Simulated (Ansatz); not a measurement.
**InPd, response to strain**

The reference is InPd in the CsCl type structure (space group Pm-3m, No. 221; relaxed with 0.1 eV smearing).

```
InPd
1.0
    3.24799     0.00000     0.00000
    0.00000     3.24799     0.00000
    0.00000     0.00000     3.24799
In Pd
1 1
Direct
  0.50000   0.50000   0.50000
  0.00000   0.00000   0.00000
```

Cartesian axes are those of the cell as printed.

Strains are applied to the cell and any free atomic positions relax; under biaxial strain the out-of-plane vector relaxes too.

The values are results of PBEsol (Ansatz, an electronic-structure program), no SOC, not measurements.

Notes on the quantities. pressure: mean of the normal stresses, compression positive; energy relative to the base: free energy F.

```csv
case,pressure,ratio −ε⊥/ε∥,energy relative to the base
base,0.0 GPa,–,0 meV/atom
"biaxial strain −2.50 %, plane normal [001], relaxed out of plane",1.2 GPa,1.73,+4.7 meV/atom
"biaxial strain −2.00 %, plane normal [001], relaxed out of plane",0.9 GPa,1.72,+3.0 meV/atom
"biaxial strain −1.50 %, plane normal [001], relaxed out of plane",0.7 GPa,1.71,+1.6 meV/atom
"biaxial strain −1.00 %, plane normal [001], relaxed out of plane",0.4 GPa,1.70,+0.7 meV/atom
"biaxial strain +1.00 %, plane normal [001], relaxed out of plane",-0.6 GPa,1.56,+0.9 meV/atom
"biaxial strain +1.50 %, plane normal [001], relaxed out of plane",-0.9 GPa,1.53,+2.0 meV/atom
"biaxial strain +2.00 %, plane normal [001], relaxed out of plane",-1.2 GPa,1.51,+3.6 meV/atom
"biaxial strain +2.50 %, plane normal [001], relaxed out of plane",-1.5 GPa,1.48,+5.7 meV/atom
"biaxial strain +3.00 %, plane normal [001], relaxed out of plane",-1.8 GPa,1.44,+8.3 meV/atom
```

Stability against distortions was not tested. All final runs are without spin polarisation.
